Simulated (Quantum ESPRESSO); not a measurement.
**Convergence test for Al10Si2O19 (Pm, 31 atoms in the cell)**

```
Al10Si2O19
1.0
    7.55596     0.00000     0.00000
    0.00000     2.93896     0.00000
   -0.19525     0.00000    15.97370
Al Si O
10 2 19
Direct
  0.96366   0.00000   0.99535
  0.23962   0.50000   0.11404
  0.34152   0.50000   0.41508
  0.64403   0.50000   0.09536
  0.83172   0.50000   0.83060
  0.64440   0.50000   0.57769
  0.73534   0.50000   0.39653
  0.48842   0.00000   0.25598
  0.00914   0.00000   0.51012
  0.49421   0.00000   0.74177
  0.33370   0.50000   0.93693
  0.12959   0.50000   0.68146
  0.86075   0.00000   0.41364
  0.85102   0.00000   0.89025
  0.97890   0.50000   0.74875
  0.35878   0.50000   0.20586
  0.32835   0.50000   0.72536
  0.42868   0.50000   0.03147
  0.62025   0.50000   0.30153
  0.55306   0.50000   0.47367
  0.61769   0.50000   0.78429
  0.15582   0.50000   0.48163
  0.83283   0.50000   0.03237
  0.12201   0.50000   0.95184
  0.87343   0.50000   0.55724
  0.12158   0.00000   0.09138
  0.12954   0.00000   0.62794
  0.34199   0.00000   0.35479
  0.63159   0.00000   0.15254
  0.38464   0.00000   0.89030
  0.58014   0.00000   0.63307
```

Method of the run: LDA (PZ), GBRV 1.5 ultrasoft (LDA) pseudopotentials (plane waves; Quantum ESPRESSO 7.5).

The starting cell comes from a database of computed structures (which also holds hypothetical and non-ambient phases and stackings), without a prior relaxation at this level. In the base run, with a pressure of about -7 GPa the cell is away from its equilibrium volume at this level. Another mesh or the band path of this cell gives a smaller gap, so this value is not converged in the mesh.

Held fixed: ecutwfc = 40 Ry; ecutrho = 200 Ry; occupations = smearing; smearing = gaussian; degauss = 0.00147 Ry; potentials = {Al: al_lda_v1.uspp.F.UPF, Si: si_lda_v1.uspp.F.UPF, O: o_lda_v1.2.uspp.F.UPF}; conv_thr = 1e-09 Ry.

ΔF is the free energy per atom less that of the last row (automatic 6 15 3 1 1 1).

| K_POINTS | ΔF (meV/atom) | pressure (GPa) | largest force (eV/Å) | gap on the mesh (eV) | k-points | plane waves |
|---|---|---|---|---|---|---|
| automatic 1 1 1 1 1 1 | -681.0 | -13.05 | 1.524 | 7.083 | 1 | 10188 |
| automatic 1 2 1 1 1 1 | -68.9 | -7.79 | 0.330 | 5.939 | 1 | 10218 |
| automatic 1 3 1 1 1 1 | -8.8 | -7.29 | 0.338 | 5.052 | 2 | 10236 |
| automatic 2 4 1 1 1 1 | -0.98 | -7.31 | 0.399 | 4.487 | 2 | 10262 |
| automatic 2 5 1 1 1 1 | -0.18 | -7.31 | 0.406 | 4.288 | 3 | 10259 |
| automatic 3 8 1 1 1 1 | -0.01 | -7.31 | 0.407 | 3.979 | 8 | 10266 |
| automatic 3 6 2 1 1 1 | -0.03 | -7.31 | 0.407 | 4.067 | 9 | 10265 |
| automatic 3 8 2 1 1 1 | 0.00 | -7.31 | 0.407 | 3.950 | 12 | 10261 |
| automatic 4 11 2 1 1 1 | 0.00 | -7.31 | 0.407 | 3.834 | 24 | 10277 |
| automatic 5 12 3 1 1 1 | 0.00 | -7.31 | 0.407 | 3.784 | 48 | 10285 |
| automatic 6 15 3 1 1 1 | 0.00 | -7.31 | 0.407 | 3.747 | 72 | 10290 |

Gap on the mesh within 0.05 eV of the last row: from K_POINTS = automatic 5 12 3 1 1 1 on; the one before it is off by 0.088 eV. Only the last setting checks this, so the series should go further.

Largest force within 0.01 eV/Å of the last row: from K_POINTS = automatic 2 4 1 1 1 1 on; the one before it is off by 0.069 eV/Å. The value it settles on is 0.407 eV/Å at this level of theory and with the other settings as held.

The gap is read on the k-point mesh of the run and can differ from the gap over the whole zone at this level.
